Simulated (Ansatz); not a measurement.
## A self-consistent single point of Pd (Im-3m, 1 atom in the cell) with Ansatz

Method of the run: LDA (PW92), default PAW files made with PBE (plane waves; Ansatz, a quantum-chemistry and plane-wave program).

This input was run:

Ansatz 0.2 input:
```yaml
crystal:
  lattice:
    - [-1.567563, 1.567563, 1.567563]
    - [1.567563, -1.567563, 1.567563]
    - [1.567563, 1.567563, -1.567563]
  atoms:
    - { symbol: Pd, position: [0.000000, 0.000000, 0.000000] }
basis:
  ecutwfc: 30.9 Ry
kpoints:
  mp_grid: { grid: [15, 15, 15] }
hamiltonian:
  xc: lda
  pseudopotentials: { kind: paw }
scf:
  occupations: { method: fermi_dirac, width: 0.0073 Ry }
output:
  forces: true
  eigenvalues: true
  stress: true
```

Log, with long lists cut:

```
WARN ansatz: RAYON_NUM_THREADS=1 ignored (pool sized by the plan → 1); use --threads N
Pseudopotentials: kind: paw
Pseudopotential: Pd, paw, valence charge 18
Crystal: 1 atoms, lattice volume = 15.408 Å³
Basis set: ecut = 420.4159175005146 eV, 321 PW (Γ)
Bands: 13, of which v1, the nominal top of the filled ones, is band 9 counted from 1 (8 counted from 0)
Symmetry: 48 space group operations
Space group: Im-3m (ITA 229), of the structure as read, at distance tolerance 2.5e-5 Å
k-points: 120 of 3375
PAW frozen core: Pd, regenerated for the run's functional, and the local potential with it
Initial density: superposition of atomic densities (neutral atoms: chi_scale 0, normalization atom), corrected by the library's trained network
Initial wavefunctions: pseudopotential atomic-orbital guess
Eigensolver: davidson
Functional: x = slater, c = lda
SCF iter   1: F=—  HF=-6844.499293 eV  |F-HF|=—  |Δ(HF+E_count)|=         —  Δρ=1.26e-2  dr2=1.86e-2  ethr=1.77e-3  ⟨swp⟩=5.0  Hψ=8963  notcnv=0
all-band conjugate gradients solve this SCF's bands
preconditioner: auto → none
SCF iter   2: F=—  HF=-6844.495725 eV  |F-HF|=—  |Δ(HF+E_count)|=   3.57e-3  Δρ=6.85e-3  dr2=5.15e-3  ethr=1.04e-4  ⟨swp⟩=2.5  Hψ=3647  notcnv=0
SCF iter   3: F=—  HF=-6844.494221 eV  |F-HF|=—  |Δ(HF+E_count)|=   1.50e-3  Δρ=2.33e-3  dr2=1.46e-4  ethr=2.86e-5  ⟨swp⟩=2.1  Hψ=2155  notcnv=0
SCF iter   4: F=—  HF=-6844.494212 eV  |F-HF|=—  |Δ(HF+E_count)|=   8.65e-6  Δρ=1.18e-4  dr2=6.80e-7  ethr=8.14e-7  ⟨swp⟩=1.4  Hψ=1775  notcnv=0
SCF iter   5: F=—  HF=-6844.494209 eV  |F-HF|=—  |Δ(HF+E_count)|=   3.02e-6  Δρ=1.39e-5  dr2=1.22e-8  ethr=3.78e-9  ⟨swp⟩=2.4  Hψ=2559  notcnv=0
SCF iter   6: F=-6844.494209 eV  HF=-6844.494209 eV  |F-HF|=1.91e-11  |Δ(HF+E_count)|=   2.84e-9  Δρ=1.51e-6  dr2=1.06e-10  ethr=6.78e-11  ⟨swp⟩=2.0  Hψ=4773  notcnv=0
SCF 1 converged in 6 iterations: F = -6844.494209 eV  dr2 = 1.06e-10
SCF converged after 6 iterations
Free energy (F): -6844.494209 eV
Harris-Foulkes:  -6844.494209 eV  (|F-HF|=1.91e-11)
Internal energy: -6844.453032 eV  (E = F + TS)
E sigma→0 (E₀):  -6844.473621 eV
Entropy (-TS):   -0.041177 eV (-41.177 meV/atom)
Fermi energy:    18.308624 eV
--- Per-component energies (eV) ---
  E_band       = -159.507319
  E_kinetic    = 512.512722
  E_local      = -1813.353456  (includes V_loc(G=0)·N_el)
  E_nonlocal   = 223.094530
  E_hartree    = 730.347941
  E_xc         = -167.119701
  E_vxc        = -210.599123  (∫ρ·V_xc dr)
  E_paw        = -3622.783951  (= ΣΔE_a)
  E_vpaw       = -331.858380  (= ΣTr[D̂ρ^β])
  E_aug_tail   = 0.000235  (compensation charges beyond the density's cutoff)
  E_ewald      = -2707.832087
  E_core_change = 0.680734  (= ΣΔE_core)
  E_smearing   = -0.041177  (= −TS)
  E_closure    = 0.000000  (closes the sum)
  Σ components = -6844.494209   (vs F -6844.494209, Δ=0.00e0)
--- Forces (eV/Å), atoms counted from 1 ---
  atom   1  Pd     0.00000000    -0.00000000     0.00000000
  max |Σ_I F_I| component: 4.11e-32 eV/Å
--- Stress (GPa, compression-positive) ---
      -13.791226      -0.000000       0.000000
        0.000000     -13.791226       0.000000
       -0.000000       0.000000     -13.791226
  P = ⅓ Tr σ = -13.7912 GPa (-137.912 kbar)
  The stress holds the Pulay correction. Without it, at fixed plane waves, as pw.x and ABINIT print it: P = -13.8165 GPa
--- Band table (eV; the first three rows and the last of 120) ---
  k-point 0: bands = ["-65.4995", "-31.0780", "-31.0780", "-31.0780", "11.3902", "15.5186", "15.5186", "15.5186", "17.4342", "17.4342", "37.3685", "37.3685", "37.3685"]
  k-point 1: bands = ["-65.4973", "-31.0940", "-31.0835", "-31.0779", "11.5552", "15.4642", "15.5211", "15.6339", "17.3704", "17.4382", "37.2637", "37.3916", "37.5611"]
  k-point 2: bands = ["-65.4913", "-31.1391", "-31.0992", "-31.0777", "12.0246", "15.3134", "15.5254", "15.9700", "17.2303", "17.4520", "36.6634", "37.2626", "38.1096"]
  k-point 119: bands = ["-65.4123", "-31.3468", "-31.3445", "-31.3445", "13.4412", "13.4554", "18.4219", "18.4219", "18.4831", "26.8018", "27.4580", "27.4580", "35.1031"]
```

The run converged in 6 iterations.

The starting cell comes from a database of computed structures (which also holds hypothetical and non-ambient phases and stackings), without a prior relaxation at this level. Its lattice was rescaled by up to half a per cent. Spin polarisation is off. With a pressure of about -14 GPa the cell is away from its equilibrium volume at this level. Ansatz's pressure includes its estimate of the finite-basis (Pulay) stress.
